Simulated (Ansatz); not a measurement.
Input and output of a self-consistent single point for a (001) slab of CsLiBr2 (cut from a parent of space group no. 129; 8 atoms in the cell) (Ansatz, a program for electronic structure).

Method of the run: LDA (PW92), default PAW files made with PBE (plane waves; Ansatz).

```
CsLiBr2
1.0
    5.20715     0.00000     0.00000
    0.00000     5.20715     0.00000
    0.00000     0.00000    20.66809
Cs Li Br
2 2 4
Direct
  0.00000   0.50000   0.64487
  0.50000   0.00000   0.35513
  0.50000   0.00000   0.53983
  0.00000   0.50000   0.46017
  0.00000   0.50000   0.33869
  0.50000   0.00000   0.66131
  0.00000   0.00000   0.50000
  0.50000   0.50000   0.50000
```

Reference input (self-consistent single point, DFT, LDA (PW92), plane waves, default PAW files made with PBE): basis.ecutwfc = 30.9 Ry; kpoints.mp_grid.grid = 5 5 1; hamiltonian.xc = lda; hamiltonian.pseudopotentials = {kind: paw} (the program's default PAW files); scf.occupations.method = fermi_dirac; scf.occupations.width = 0.0037 Ry. This run's input differs from it in these lines:

Ansatz 0.2 input:
```diff
@@ -18,3 +18,3 @@
   mp_grid:
-    grid: [5, 5, 1]
+    grid: [8, 8, 1]
 hamiltonian:
```

Output (repeated stretches shortened):

```
SCF iter   1: F=—  HF=-22201.480186 eV  |F-HF|=—  |Δ(HF+E_count)|=         —  Δρ=2.75e-3  dr2=2.47e-2  ethr=1.77e-3  ⟨swp⟩=12.3  Hψ=3224  notcnv=0
all-band conjugate gradients solve this SCF's bands
preconditioner: auto → Resta (q_TF=auto, 1.836 Å⁻¹)
SCF iter   2: F=—  HF=-22201.473538 eV  |F-HF|=—  |Δ(HF+E_count)|=   6.65e-3  Δρ=1.38e-3  dr2=9.22e-3  ethr=4.76e-5  ⟨swp⟩=2.0  Hψ=1108  notcnv=0  defer=21
   [... lines left out ...]
SCF iter   4: F=—  HF=-22201.471201 eV  |F-HF|=—  |Δ(HF+E_count)|=   5.28e-4  Δρ=1.08e-4  dr2=6.60e-5  ethr=3.21e-6  ⟨swp⟩=2.0  Hψ=792  notcnv=0  defer=21
SCF iter   5: F=—  HF=-22201.471294 eV  |F-HF|=—  |Δ(HF+E_count)|=   9.28e-5  Δρ=2.40e-5  dr2=8.04e-6  ethr=1.27e-7  ⟨swp⟩=2.0  Hψ=832  notcnv=0  defer=26
SCF iter   6: F=—  HF=-22201.471292 eV  |F-HF|=—  |Δ(HF+E_count)|=   1.64e-6  Δρ=8.73e-6  dr2=9.45e-7  ethr=1.55e-8  ⟨swp⟩=2.0  Hψ=774  notcnv=0  defer=26
SCF iter   7: F=-22201.471292 eV  HF=-22201.471292 eV  |F-HF|=1.78e-9  |Δ(HF+E_count)|=   1.28e-7  Δρ=1.48e-6  dr2=1.39e-8  ethr=1.92e-10  ⟨swp⟩=15.0  Hψ=2918  notcnv=0
SCF 1 converged in 7 iterations: F = -22201.471292 eV  dr2 = 1.39e-8
Free energy (F): -22201.471292 eV
Internal energy: -22201.471292 eV  (E = F + TS)
E sigma→0 (E₀):  -22201.471292 eV
Fermi energy:    -0.186363 eV
--- Forces (eV/Å), atoms counted from 1 ---
  atom   1  Cs     0.00000000     0.00000000    -0.13912220
  atom   2  Cs     0.00000000     0.00000000     0.13912220
  atom   3  Li     0.00000000     0.00000000     0.11762826
  atom   4  Li     0.00000000     0.00000000    -0.11762826
  atom   5  Br     0.00000000     0.00000000     0.24415208
  atom   6  Br     0.00000000     0.00000000    -0.24415208
  atom   7  Br     0.00000000     0.00000000     0.00000000
  atom   8  Br     0.00000000     0.00000000     0.00000000
--- Stress (GPa, compression-positive) ---
       -1.182046       0.000000       0.000000
        0.000000      -1.182046       0.000000
        0.000000       0.000000      -0.649244
  P = ⅓ Tr σ = -1.0044 GPa (-10.044 kbar)
  The stress holds the Pulay correction. Without it, at fixed plane waves, as pw.x and ABINIT print it: P = -1.0109 GPa
```

The run converged in 7 iterations. Against the reference run the free energy is nearly the same (within 1 meV/atom), the largest force stays at 0.244 eV/Å and the gap on the mesh goes from 4.102 to 4.068 eV.

The starting cell comes from a database of computed structures (which also holds hypothetical and non-ambient phases and stackings), without a prior relaxation at this level. The slab is cut from that crystal, and its faces are unrelaxed. Its lattice was rescaled by up to half a per cent. Spin polarisation is off, though cut faces can carry moments; a gap of a slab can lie between surface states.
